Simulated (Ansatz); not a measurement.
Seebeck coefficient (μV/K, mean over directions) of p-type CsPbBr₃ (Pm-3m) against carrier density, Ansatz (an electronic-structure program) with r2SCAN with spin-orbit coupling, rigid bands. Computed gap 0.76 eV; densities at which minority carriers matter at this gap, or further valleys turn the trend, are left out. Conductivity mass 0.148 mₑ (harmonic mean over directions), N_v = 1.3e18 cm⁻³ at 300 K.

```tsv
hole density	300 K	500 K
1e16 cm⁻³	630	704
1e17 cm⁻³	433	506
1e18 cm⁻³	241	311
3e18 cm⁻³	159	223
1e19 cm⁻³	90	139
3e19 cm⁻³	[?]	85
1e20 cm⁻³	31	[?]
3e20 cm⁻³	29	50
1e21 cm⁻³	20	33
```

Q: Some entries are withheld; supply them.

A: 
- 3e19 cm⁻³, 300 K: 51
- 1e20 cm⁻³, 500 K: 53

Rigid bands with a gap fixed in temperature, one relaxation time for all states, no polarons or phonon drag, and whether or not such doping can be reached.

CsPbBr3 (Pm-3m): a high-temperature phase held by its symmetry.
